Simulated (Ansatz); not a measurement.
The starting structures come from a database of crystals and need not be the phases stable at ambient conditions.

Tunnelling through a barrier is set by its complex band structure: the current falls as exp(−2κd) with the smallest κ.

Here is the system:

```
CELL_PARAMETERS angstrom
      4.20360     0.00000     0.00000
     -2.10180     3.64043     0.00000
      2.10180     1.21348     3.43223
ATOMIC_POSITIONS crystal
  Mg 0.00000 0.00000 0.00000
  Te 0.00000 0.50000 0.50000
```

Space group of this cell: Fm-3m, rock salt. The cell is taken as given; by LDA its mean pressure is -2.4 GPa.

Transport runs along the normal of the first two printed cell vectors, the (111) plane of the conventional cell.

No gap correction and no spin-orbit coupling; mid-gap values are interpolated between computed energies.

### Question
Give the band gap and the smallest decay constant κ at mid-gap that LDA (Ansatz, an electronic-structure program) yields.

### Answer
Gap 0.36 eV on a 10×10×10 mesh; κ = 0.066 1/Å, at the zone centre.
